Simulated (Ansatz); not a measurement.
We consider Ru (model structure, Im-3m, No. 229, 1 atom in the cell), described by PBEsol (PAW; Ansatz, a quantum-chemistry and plane-wave program).

Run with plane-wave cutoff 520 eV, 26×26×26 k mesh, Fermi–Dirac smearing 0.05 eV, no spin polarisation, scalar-relativistic PAW data made under PBE.

Cell (relaxed at this level):

```
CELL_PARAMETERS angstrom
     -1.50919     1.50919     1.50919
      1.50919    -1.50919     1.50919
      1.50919     1.50919    -1.50919
ATOMIC_POSITIONS crystal
  Ru 0.00000 0.00000 0.00000
```

Task: Give the computed bulk modulus.

Result: 
- bulk modulus = 314 GPa

Note: the run has no spin polarisation, so it can have missed a magnetic state; the bulk modulus is −V dP/dV from two relaxed cells at ±2 % in volume; the relaxation could raise the start's symmetry but not lower it, so the cell can be a saddle point.

A model structure was made by putting elements into a prototype or built by hand; it is no filed structure, need not be a known phase, and can be a saddle point held by its symmetry.
